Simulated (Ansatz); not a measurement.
Output of an Ansatz run (abridged):

```
WARN ansatz: RAYON_NUM_THREADS=1 ignored (pool sized by the plan → 1); use --threads N
Pseudopotentials: kind: paw
Pseudopotential: Cs, paw, valence charge 9
Pseudopotential: Ca, paw, valence charge 10
Pseudopotential: H, paw, valence charge 1
Crystal: 10 atoms, lattice volume = 441.814 Å³
Basis set: ecut = 420 eV, 8653 PW (Γ)
Bands: 32, of which v1, the nominal top of the filled ones, is band 22 counted from 1 (21 counted from 0)
Symmetry: 8 space group operations
Space group: P4mm (ITA 99), of the structure as read, at distance tolerance 7.6e-5 Å
k-points: 6 of 25
PAW frozen core: Cs, regenerated for the run's functional, and the local potential with it
PAW frozen core: Ca, regenerated for the run's functional, and the local potential with it
Initial density: superposition of atomic densities (neutral atoms: chi_scale 0, normalization atom), corrected by the library's trained network
Initial wavefunctions: pseudopotential atomic-orbital guess
Eigensolver: davidson
Functional: x = slater, c = lda
SCF iter   1: F=—  HF=-14652.060977 eV  |F-HF|=—  |Δ(HF+E_count)|=         —  Δρ=6.35e-3  dr2=1.65e-1  ethr=1.77e-3  ⟨swp⟩=14.3  Hψ=1435  notcnv=0
all-band conjugate gradients solve this SCF's bands
preconditioner: auto → Resta (q_TF=auto, 1.857 Å⁻¹)
SCF iter   2: F=—  HF=-14652.011089 eV  |F-HF|=—  |Δ(HF+E_count)|=   4.99e-2  Δρ=2.28e-3  dr2=2.07e-2  ethr=3.75e-4  ⟨swp⟩=2.0  Hψ=301  notcnv=0  defer=17
SCF iter   3: F=—  HF=-14652.005830 eV  |F-HF|=—  |Δ(HF+E_count)|=   5.26e-3  Δρ=2.88e-4  dr2=3.18e-4  ethr=4.71e-5  ⟨swp⟩=2.0  Hψ=245  notcnv=0  defer=19
SCF iter   4: F=—  HF=-14652.005964 eV  |F-HF|=—  |Δ(HF+E_count)|=   1.34e-4  Δρ=7.51e-5  dr2=3.30e-5  ethr=7.23e-7  ⟨swp⟩=2.0  Hψ=312  notcnv=0  defer=19
SCF iter   5: F=—  HF=-14652.006113 eV  |F-HF|=—  |Δ(HF+E_count)|=   1.50e-4  Δρ=1.73e-5  dr2=1.70e-6  ethr=7.51e-8  ⟨swp⟩=2.0  Hψ=312  notcnv=0  defer=21
SCF iter   6: F=—  HF=-14652.006114 eV  |F-HF|=—  |Δ(HF+E_count)|=   9.69e-7  Δρ=4.75e-6  dr2=1.90e-7  ethr=2.27e-10  ⟨swp⟩=14.8  Hψ=1189  notcnv=0
SCF iter   7: F=-14652.006114 eV  HF=-14652.006114 eV  |F-HF|=5.53e-10  |Δ(HF+E_count)|=   1.40e-7  Δρ=1.13e-6  dr2=1.00e-8  ethr=2.27e-10  ⟨swp⟩=7.3  Hψ=803  notcnv=0
SCF 1 converged in 7 iterations: F = -14652.006114 eV  dr2 = 1.00e-8
SCF converged after 7 iterations
Free energy (F): -14652.006114 eV
Harris-Foulkes:  -14652.006114 eV  (|F-HF|=5.53e-10)
Internal energy: -14652.006114 eV  (E = F + TS)
E sigma→0 (E₀):  -14652.006114 eV
Fermi energy:    0.572978 eV
--- Per-component energies (eV) ---
  E_band       = -623.516712
  E_kinetic    = 913.133273
  E_local      = -11562.367784  (includes V_loc(G=0)·N_el)
  E_nonlocal   = 206.260806
  E_hartree    = 5329.859726
  E_xc         = -666.535026
  E_vxc        = -659.140979  (∫ρ·V_xc dr)
  E_paw        = -11440.502961  (= ΣΔE_a)
  E_vpaw       = -181.115219  (= ΣTr[D̂ρ^β])
  E_aug_tail   = -0.006434  (compensation charges beyond the density's cutoff)
  E_ewald      = 2567.044843
  E_core_change = 1.107444  (= ΣΔE_core)
  E_smearing   = -0.000000  (= −TS)
  E_closure    = -0.000000  (closes the sum)
  Σ components = -14652.006114   (vs F -14652.006114, Δ=0.00e0)
--- Forces (eV/Å), atoms counted from 1 ---
  atom   1  Cs    -0.00000000     0.00000000    -0.11579883
  atom   2  Ca    -0.00000000     0.00000000     0.44545614
  atom   3  H     -0.00000000     0.00000000     0.02126784
  atom   4  H      0.00000000     0.00000000     0.02126784
  atom   5  H      0.00000000     0.00000000    -0.14984680
  atom   6  Cs     0.00000000     0.00000000    -0.18507022
  atom   7  Ca     0.00000000     0.00000000     0.06890067
  atom   8  H      0.00000000     0.00000000     0.02038647
  atom   9  H      0.00000000     0.00000000     0.02038647
  atom  10  H      0.00000000     0.00000000    -0.14692265
  max |Σ_I F_I| component: 2.69e-5 eV/Å
--- Stress (GPa, compression-positive) ---
       -1.362291       0.000000      -0.000000
        0.000000      -1.362291       0.000000
       -0.000000       0.000000      -0.869437
  P = ⅓ Tr σ = -1.1980 GPa (-11.980 kbar)
  The stress holds the Pulay correction. Without it, at fixed plane waves, as pw.x and ABINIT print it: P = -1.2196 GPa
--- Band table (eV; the first three rows and the last of 6) ---
  k-point 0: bands = ["-40.3343", "-39.6731", "-21.7795", "-21.6938", "-21.5075", "-21.5075", "-21.3102", "-20.9399", "-20.9399", "-20.9179", "-8.7431", "-8.3473", "-8.3473", "-8.2167", "-7.9654", "-7.9654", "-3.6813", "-2.8501", "-1.9349", [...]
  k-point 1: bands = ["-40.3341", "-39.6728", "-21.7723", "-21.6915", "-21.5192", "-21.5071", "-21.3013", "-20.9462", "-20.9394", "-20.9203", "-8.7144", "-8.5072", "-8.3343", "-8.1860", "-8.1553", "-7.9506", "-3.3254", "-2.6863", "-1.7789", [...]
  k-point 2: bands = ["-40.3337", "-39.6724", "-21.7607", "-21.6878", "-21.5373", "-21.5064", "-21.2877", "-20.9556", "-20.9386", "-20.9249", "-8.7505", "-8.6611", "-8.4289", "-8.3131", "-8.1328", "-7.9263", "-2.6093", "-2.4779", "-1.7416", [...]
  k-point 5: bands = ["-40.3330", "-39.6716", "-21.7403", "-21.6861", "-21.5299", "-21.5285", "-21.2695", "-20.9636", "-20.9617", "-20.9243", "-8.6669", "-8.6523", "-8.6071", "-8.3263", "-8.3093", "-8.0694", "-2.3452", "-1.7866", "-1.6042", [...]
```

The structure:

```xyz
10
Lattice="4.5981 0.0000 0.0000 0.0000 4.5981 0.0000 0.0000 0.0000 20.8971" Properties=species:S:1:pos:R:3 pbc="T T T"
Cs     0.0000     0.0000     9.2990
Ca     2.2990     2.2990     7.0000
H      2.2990     0.0000     7.0000
H      0.0000     2.2990     7.0000
H      2.2990     2.2990     9.2990
Cs     0.0000     0.0000    13.8971
Ca     2.2990     2.2990    11.5981
H      2.2990     0.0000    11.5981
H      0.0000     2.2990    11.5981
H      2.2990     2.2990    13.8971
```

Question: Write an input that gives this output.

Answer: Other spellings and defaults could give the same log, and not every line can be read from it. The input that was run (DFT, LDA (PW92), plane waves, default PAW files made with PBE):

Ansatz 0.2 input:
```yaml
# CaCsH3
crystal:
  lattice:
    - [4.598084, 0.000000, 0.000000]
    - [0.000000, 4.598084, 0.000000]
    - [0.000000, 0.000000, 20.897092]
  atoms:
    - { symbol: Cs, position: [0.000000, 0.000000, 0.444990] }
    - { symbol: Ca, position: [0.500000, 0.500000, 0.334975] }
    - { symbol: H, position: [0.500000, 0.000000, 0.334975] }
    - { symbol: H, position: [0.000000, 0.500000, 0.334975] }
    - { symbol: H, position: [0.500000, 0.500000, 0.444990] }
    - { symbol: Cs, position: [0.000000, 0.000000, 0.665025] }
    - { symbol: Ca, position: [0.500000, 0.500000, 0.555010] }
    - { symbol: H, position: [0.500000, 0.000000, 0.555010] }
    - { symbol: H, position: [0.000000, 0.500000, 0.555010] }
    - { symbol: H, position: [0.500000, 0.500000, 0.665025] }
basis:
  ecutwfc: 420.0
kpoints:
  mp_grid: { grid: [5, 5, 1] }
hamiltonian:
  xc: lda
  pseudopotentials: { kind: paw }
scf:
  occupations: { method: fermi_dirac, width: 0.05 }
output:
  forces: true
  eigenvalues: true
  stress: true
```

The starting cell comes from a database of computed structures (which also holds hypothetical and non-ambient phases and stackings), without a prior relaxation at this level. The slab is cut from that crystal, and its faces are unrelaxed. Its lattice was rescaled by up to half a per cent. The two faces of this cut differ, and no dipole correction was used. Another mesh or the band path of this cell gives a smaller gap, so this value is not converged in the mesh.

Ansatz is an electronic-structure program.
